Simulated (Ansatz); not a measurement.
Base system: InAs in the zinc blende structure (space group F-43m, No. 216; a = 6.186 Å).

The change: a hydrostatic pressure of 30 GPa.

Levels (all Ansatz, an electronic-structure program, PAW): PBE (420 eV, scalar-relativistic without spin-orbit coupling); r2SCAN (500 eV, scalar-relativistic without spin-orbit coupling); HSE06 (420 eV, scalar-relativistic without spin-orbit coupling); PBE+SOC (420 eV, spin-orbit coupling included).

At the geometry relaxed with PBE, these levels gave the following band gaps, in shuffled order: (a) 0.98 eV, (b) 1.37 eV, (c) 1.64 eV, (d) 0.86 eV.

Question: Match each gap to its level.

Answer: (a) PBE; (b) r2SCAN; (c) HSE06; (d) PBE+SOC.

Single points use the geometry relaxed with PBE. The spin-orbit shifts are approximate. Load acts through the strain it causes; cell and atoms are relaxed under it. Whether these cells are dynamically stable was not tested. The runs without spin-orbit coupling are not spin-polarised. Measured, InAs leaves this structure (for rock salt) near 7 GPa (temperature not stated; as listed in Datta, Sujoy, Jana, Debnarayan, arXiv (2020)).
